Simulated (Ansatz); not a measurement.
Structure of amorphous W20Re10Os10B10 (periodic cell):

```xyz
50
Lattice="8.6837 -0.3117 0.1357 -0.3117 8.7500 0.3296 0.1357 0.3296 9.0622" Properties=species:S:1:pos:R:3 pbc="T T T"
W      1.7920     6.4490     8.8883
W      5.1524     1.4818     6.6727
W      5.2710     8.2012     8.6000
W      3.7220     8.3392     5.2176
W      2.2493     3.0017     0.8202
W      6.9666     8.0939     3.6587
W      7.0697     3.2728     7.3122
W      6.5285     3.5636     4.2414
W      4.4711     4.0014     5.8555
W      1.5126     0.3912     0.6318
W      8.4117     6.5513     1.6089
W      0.7390     8.5283     5.3107
W      3.8614     5.4824     1.0696
W      2.2645     7.1601     2.8196
W     -0.0118     2.1274     2.5350
W      8.4142     7.9359     8.1734
W      8.2475     5.8321     4.2649
W      0.4338     3.6976     5.1410
W      4.2630     1.1771     0.4762
W      7.3558     0.7721     0.5614
Re     5.0657     6.1851     4.5759
Re     4.6498     3.8682     8.4013
Re     2.5855     2.1223     5.4371
Re     6.6190     5.7936     8.5344
Re     2.4029     5.6828     4.9639
Re     0.6727     2.0465     7.4341
Re     0.0412     4.3916     9.1504
Re     2.8104     1.0642     2.9497
Re     6.1863     3.1671     1.2205
Re     1.3325     4.7698     2.4726
Os     4.6514     7.8216     2.3335
Os     2.1222     4.2781     7.2352
Os     5.6520     1.3587     2.9148
Os     4.0146     6.3013     7.2634
Os     7.5422     1.2549     5.2080
Os     3.9124     3.6324     3.1541
Os     0.1026     5.9167     6.7010
Os     2.5332     8.8883     7.6885
Os     6.4098     7.4423     6.3182
Os     6.0797     5.5319     2.3894
B      7.8648     4.2383     2.3832
B      6.6780     5.2008     6.0262
B      2.0151     7.0825     6.6301
B      3.0906     7.7262     0.6554
B      4.5605     1.9667     4.5457
B      0.4899     8.5881     3.0504
B      6.4347     7.2460     1.1250
B      7.2445     0.8738     7.3265
B      3.0456     2.3208     7.7585
B      1.8723     2.9519     3.5155
```

Level of theory: PBE, scalar-relativistic without spin-orbit coupling (plane waves to 420 eV, PAW; Ansatz, a first-principles code).

Preparation: random packing, a CHGNet melt and quench, and a DFT relaxation. The hot cell started wider than the set density and was brought back towards it in steps. It is the lowest in DFT energy of 3 quenches. It is a model cell: composition and starting density were chosen by hand, and all elements were melted together. No dispersion term was used. Its density started from a set value of 18.66 and ended at 18.26 g/cm³. The simulated quench (nominally 410 K/ps over its main leg) is rapid and tends to freeze in more defects than a deposited or slowly cooled glass has. One small periodic cell is one sample of the glass; other quenches scatter about these values. Volume and shape were free in the relaxation. On a 2×2×2 Γ-centred mesh force components of up to 0.49 eV/Å stay, since the relaxation ran on one k-point at (1/4, 1/4, 1/4).

Cut-offs for bonds: W-W 3.42 Å, W-Re 3.56 Å, W-Os 3.40 Å, W-B 3.02 Å, Re-Re 3.16 Å, Re-Os 3.32 Å, Re-B 2.76 Å, Os-Os 3.24 Å, Os-B 2.48 Å, B-B 2.02 Å.

Question: Give the coordination numbers, mean bond lengths and angles.

Answer: 
```json
{
 "Mean coordination of W": "13.80 (1 with 12, 6 with 13, 9 with 14, 4 with 15)",
 "Mean coordination of Re": "13.10 (1 with 11, 6 with 13, 3 with 14)",
 "Mean coordination of Os": "12.70 (1 with 11, 3 with 12, 4 with 13, 2 with 14)",
 "Mean coordination of B": "8.00 (2 with 7, 7 with 8, 1 with 10)",
 "Mean W-W bond": "2.930 Å (spread 0.192 Å, 54 counted)",
 "Mean W-Re bond": "2.892 Å (spread 0.213 Å, 62 counted)",
 "Mean W-Os bond": "2.840 Å (spread 0.169 Å, 59 counted)",
 "Mean W-B bond": "2.443 Å (spread 0.185 Å, 47 counted)",
 "Bond angle at W": "mean 95.7°, spread 34.6°",
 "Bond angle at Re": "mean 96.1°, spread 34.3°",
 "Bond angle at Os": "mean 96.4°, spread 34.3°",
 "Bond angle at B": "mean 99.7°, spread 30.6°"
}
```
